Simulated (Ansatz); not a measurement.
The parent structure is KCl in the rock salt structure (space group Fm-3m, No. 225).

```
CELL_PARAMETERS angstrom
      0.00000     3.19072     3.19072
      3.19072     0.00000     3.19072
      3.19072     3.19072     0.00000
ATOMIC_POSITIONS crystal
  K  0.00000 0.00000 0.00000
  Cl 0.50000 0.50000 0.50000
```

Level of theory: PBE (Ansatz, a program for electronic structure), no SOC.

Strains are applied to the cell and any free atomic positions relax.

One change was made to it. Results:

The energy grows by 12 meV/atom; the pressure goes from zero to -1.16 GPa; the mean gap deformation potential ΔEg/Δln V is -3.1 eV.

Q: What was done to the base?
A. isotropic strain +2.00 %
B. isotropic strain −0.50 %
C. isotropic strain +3.00 %
D. isotropic strain +2.50 %
E. isotropic strain −1.50 %

A: C, isotropic strain +3.00 %. For comparison, the energy relative to the base in the other runs: isotropic strain −0.50 % gives +0.4 meV/atom; isotropic strain +2.50 % gives +8.4 meV/atom; isotropic strain −1.50 % gives +3.5 meV/atom; isotropic strain +2.00 % gives +5.5 meV/atom.

Whether these cells are dynamically stable was not tested.
